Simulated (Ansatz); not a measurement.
## Cu3Ge (P6₃/mmc, No. 194, 8 atoms in the cell; start mp-1184021): c axis length by level of theory

No measured value is used here.

| level (code) | value (Å) |
|---|---|
| LDA (Ansatz) | 4.111 |
| PBEsol (Ansatz) | 4.161 |
| r²SCAN (Ansatz) | 4.174 |
| r²SCAN+rVV10 (Ansatz) | 4.159 |

LDA, PBEsol, r²SCAN, r²SCAN+rVV10: the run has no spin polarisation, so it can have missed a magnetic state. LDA, PBEsol, r²SCAN, r²SCAN+rVV10: the relaxation could not lower the start's symmetry, so the cell can be a saddle point above a distorted one. Cutoffs differ between the levels. Ansatz's density-functional and Hartree–Fock values are scalar-relativistic unless marked +SOC, with PAW data made under PBE.

A start named mp-… is a Materials Project structure, which need not be a measured phase.

Ansatz is a program for electronic structure.
